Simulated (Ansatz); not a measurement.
Cubic perovskite CsPbBr3 (cubic high-temperature phase) was calculated with PBEsol-D3(BJ) (Ansatz, a quantum-chemistry and plane-wave program, plane waves, PAW).

Numerical settings: plane-wave cutoff 520 eV, 6×6×6 k mesh, Fermi–Dirac smearing 0.01 eV, scalar-relativistic PAW data made under PBE.

Equation-of-state points:

```
V (Å³/atom)  E − E_lowest (meV/atom)
-----------  -----------------------
36.620                         11.70
37.399                          4.99
38.179                          1.20
38.958                          0.00
39.737                          1.12
40.516                          4.29
41.295                          9.30
```

Q: Estimate the bulk modulus and its pressure derivative from these points.

A: V0 = 38.957 Å³/atom, B0 = 23.8 GPa, B′ = 4.8 (fit to the energies at full precision).

Note: the relaxation could not lower the start's symmetry, so the cell can be a saddle point above a distorted one.

Spin–orbit coupling is not included; it can shift volumes and moduli of such heavy elements.

The computed numbers hold no vibrational or temperature effects.
